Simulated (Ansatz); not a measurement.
Here is the system:

```
CELL_PARAMETERS angstrom
      3.66753     0.00000     0.00000
      1.83377     3.17618     0.00000
      0.00000     0.00000     5.48576
ATOMIC_POSITIONS crystal
  Zr 0.00000 0.00000 0.00000
  S  0.33333 0.33333 0.25936
  S  0.66667 0.66667 0.74064
```

No spin polarisation.

The values are results of DFT with PBEsol-D3(BJ), PAW potentials and a 420 eV plane-wave cutoff in Ansatz (a quantum-chemistry and plane-wave program), no spin-orbit coupling, not measurements. Γ-centred 11×11×6 mesh, Fermi–Dirac width 0.05 eV.

### Question
Predict the valence-band top at Γ and smallest direct gap.

### Answer
The valence-band top at Γ (three highest levels, from the VBM) is 0.00, -0.52, -0.52 eV. The smallest direct gap is 1.08 eV.

The cells carry an imposed strain or load. No phonon test of stability was made. The cell was made from ZrS$_{2}$ in the CdI2 type structure (space group P-3m1, No. 164; layered, stacked along the Cartesian z axis) by this change: biaxial strain +2.50 %, plane normal [001], relaxed out of plane.
